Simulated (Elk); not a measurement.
Elk run on Mg3CdO4 (Pm-3m, 8 atoms in the cell): self-consistent single point.

Computed with Elk 10.2.4 with PBEsol, all-electron FP-LAPW, Elk's shipped species files, default APW+lo basis.

The change in words: lattice scaled by 0.98. Reference geometry:
```xyz
8
Lattice="4.4466 0.0000 0.0000 0.0000 4.4466 0.0000 0.0000 0.0000 4.4466" Properties=species:S:1:pos:R:3 pbc="T T T"
Mg     0.0000     2.2233     2.2233
Mg     2.2233     0.0000     2.2233
Mg     2.2233     2.2233     0.0000
Cd     0.0000     0.0000     0.0000
O      2.2233     0.0000     0.0000
O      0.0000     2.2233     0.0000
O      0.0000     0.0000     2.2233
O      2.2233     2.2233     2.2233
```

Reference input (self-consistent single point, DFT, PBEsol, all-electron FP-LAPW, Elk's shipped species files, default APW+lo basis): xctype = 22; rgkmax = 7; stype = 0; swidth = 0.0001 Ha; ngridk = 6 6 6; rmtscf = 0.89. This run's input differs from it in these lines:

```diff
@@ -19,5 +19,5 @@
 avec
-    8.4029317748    0.0000000000    0.0000000000
-    0.0000000000    8.4029317748    0.0000000000
-    0.0000000000    0.0000000000    8.4029317748
+    8.2348727614    0.0000000000    0.0000000000
+    0.0000000000    8.2348727614    0.0000000000
+    0.0000000000    0.0000000000    8.2348727614
```

Output (repeated stretches shortened):

```
│ Self-consistent loop started │
│ Loop number : 1 │
 total energy                :     -6502.34805831
│ Loop number : 2 │
 total energy                :     -6502.34624701
RMS change in Kohn-Sham potential (target) :    1.495274917     (  0.1000000000E-05)
Absolute change in total energy (target)   :   0.1811299280E-02 (  0.1000000000E-03)
│ Loop number : 3 │
 total energy                :     -6501.92095232
RMS change in Kohn-Sham potential (target) :    1.309081632     (  0.1000000000E-05)
Absolute change in total energy (target)   :   0.4257475107     (  0.1000000000E-03)
│ Loop number : 4 │
   [... lines left out ...]
Absolute change in total energy (target)   :    4.042366963     (  0.1000000000E-03)
│ Loop number : 198 │
 total energy                :     -6509.52905600
RMS change in Kohn-Sham potential (target) :   0.1411316862     (  0.1000000000E-05)
Absolute change in total energy (target)   :    15.05424916     (  0.1000000000E-03)
│ Loop number : 199 │
 total energy                :     -6486.59173112
RMS change in Kohn-Sham potential (target) :   0.6464668892E-01 (  0.1000000000E-05)
Absolute change in total energy (target)   :    19.17376259     (  0.1000000000E-03)
│ Loop number : 200 │
Reached self-consistent loops maximum

Energies :
 Fermi                       :     0.247482947953
 total energy                :     -6488.28507126

Density of states at Fermi energy :   0.8576828232E-05
 (states/Hartree/unit cell)

Estimated indirect band gap :   0.3597866181E-01
 from k-point     16 to k-point      1
Estimated direct band gap   :   0.1188757626
 at k-point      1

   [... lines left out ...]
 muffin-tins (core leakage)
  species :    1 (Mg)
   atom    1                 :    10.29627080     (  0.1776356839E-14)
   atom    2                 :    10.29627080     (  0.1776356839E-14)
   atom    3                 :    10.29627080     (  0.1776356839E-14)
  species :    2 (Cd)
   atom    1                 :    46.17278169     (  0.1208231577E-02)
  species :    3 (O)
   atom    1                 :    7.172614601     (  0.1057608781E-06)
   atom    2                 :    7.172614601     (  0.1057608781E-06)
   atom    3                 :    7.172614601     (  0.1057608781E-06)
   atom    4                 :    7.159657017     (  0.1054338854E-06)
 total in muffin-tins        :    105.7390949
 total calculated charge     :    116.0155281
 total charge                :    116.0000000
 error                       :   0.1552810104E-01

│ Self-consistent loop stopped │
```

The run ended unconverged after 200 iterations. 

The starting cell comes from a database of computed structures (which also holds hypothetical and non-ambient phases and stackings), without a prior relaxation at this level. For this run, on top of that: lattice scaled by 0.98. Values depend on the basis (sphere radii, cutoffs, local orbitals), which need not be converged.

Cost on one core of a shared machine: roughly 10 min.
